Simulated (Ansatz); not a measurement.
# Pressure series in MoTe2

The reference is MoTe2 in the 2H-MoS2 type structure (space group P6_3/mmc, No. 194; layered, stacked along the Cartesian z axis).

```
MoTe2
1.0
    3.49670     0.00000     0.00000
   -1.74835     3.02823     0.00000
    0.00000     0.00000    13.69730
Mo Te
2 4
Direct
  0.33333   0.66667   0.75000
  0.66667   0.33333   0.25000
  0.33333   0.66667   0.11734
  0.66667   0.33333   0.61734
  0.66667   0.33333   0.88266
  0.33333   0.66667   0.38266
```

Cell and atoms are relaxed at each pressure.

Level of theory: PBE-D3(BJ), PAW, 420 eV (Ansatz, a quantum-chemistry and plane-wave program; without spin-orbit coupling), earlier PAW set.

```
change             lattice parameter a  c/a ratio  band gap
-----------------  -------------------  ---------  --------
base                           3.497 Å      3.917   0.60 eV
pressure −2 GPa                    ___        ___       ___
pressure −1 GPa                3.515 Å      3.957   0.69 eV
pressure 0.9 GPa               3.482 Å      3.894   0.52 eV
pressure 4.5 GPa               3.430 Å      3.855   0.23 eV
pressure 9 GPa                 3.377 Å      3.838      zero
pressure 15 GPa                3.319 Å      3.831      zero
pressure 22.5 GPa              3.258 Å      3.848      zero
pressure 30 GPa                3.206 Å      3.872      zero
```

Task: What belongs in the blanks?

Result: 
- pressure −2 GPa, lattice parameter a: 3.535 Å
- pressure −2 GPa, c/a ratio: 4.039
- pressure −2 GPa, band gap: 0.81 eV

The mesh was chosen for an insulator and is coarse for the gapless case. Spin-orbit coupling, missing from the scalar runs, can matter with Te. Load acts through the strain it causes; cell and atoms are relaxed under it. Whether these cells are dynamically stable was not tested. Competing high-pressure phases were not computed. The final runs are not spin-polarised. The program warned that a D3 coordination switch lies within reach, so dispersion energies are less smooth here. A zero or small gap of MoTe2 under pressure 4.5 GPa, MoTe2 under pressure 9 GPa, MoTe2 under pressure 15 GPa and MoTe2 under pressure 22.5 GPa can be the functional's error rather than a property of the material.
